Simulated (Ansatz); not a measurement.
## Pressure series in ZnS

Start from ZnS in the wurtzite structure (space group P6_3mc, No. 186).

```
CELL_PARAMETERS angstrom
      3.78209     0.00000     0.00000
     -1.89105     3.27539     0.00000
      0.00000     0.00000     6.20782
ATOMIC_POSITIONS crystal
  Zn 0.66667 0.33333 0.99969
  Zn 0.33333 0.66667 0.49969
  S  0.66667 0.33333 0.62551
  S  0.33333 0.66667 0.12551
```

Cell and atoms are relaxed at each pressure.

Calculations: PBEsol (Ansatz, a program for electronic structure; PAW; 420 eV plane waves; without spin-orbit coupling).

Base values:

The band gap is 2.15 eV.

The aim is a band gap between 2.80 eV and 3.08 eV. Which of these changes reaches it?
(A) pressure 30 GPa
(B) pressure −2 GPa
(C) pressure 45 GPa
(D) pressure 4.2 GPa
(E) pressure 60 GPa

A, pressure 30 GPa. It gives 2.91 eV; pressure 60 GPa gives 1.78 eV; pressure 45 GPa gives 2.40 eV; pressure −2 GPa gives 2.04 eV; pressure 4.2 GPa gives 2.36 eV. Changes not listed may reach it too

Load acts through the strain it causes; cell and atoms are relaxed under it. Whether these cells are dynamically stable was not tested. Tetrahedral semiconductors of this kind turn to denser phases somewhere between about 1 and 50 GPa; those were not computed, so compressed cells here can lie past the real transition.
